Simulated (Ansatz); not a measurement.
The parent structure is PtS$_{2}$ in the CdI2 type structure (space group P-3m1, No. 164; a = 3.552 Å, c = 5.128 Å; layered, stacked along the Cartesian z axis).

Level of theory: r2SCAN+rVV10 in Ansatz (plane waves to 500 eV, PAW, without spin-orbit coupling).

Before the change:

Valence-band top at Γ: 0.00, -1.07, -1.07 eV
Density: 7.68 g/cm³
Smallest direct gap: 1.05 eV
Band gap: 0.80 eV

The change: cell and atoms relaxed at a pressure of 0.3 GPa.

Problem. How does this affect the valence-band top at Γ, density, smallest direct gap and band gap?

Solution. The valence-band top at Γ (three highest levels, from the VBM) becomes 0.00, -1.16, -1.16 eV (base: 0.00, -1.07, -1.07 eV); the density grows by 0.09 g/cm³, from 7.68 g/cm³ to 7.77 g/cm³; the smallest direct gap falls by 0.04 eV (1.05 eV → 1.01 eV); the band gap drops by 0.09 eV, from 0.80 eV to 0.71 eV.

With Pt present, leaving out spin-orbit coupling can change the band edges. Load acts through the strain it causes; cell and atoms are relaxed under it. No phonon test of stability was made.

Ansatz is a program for electronic structure.
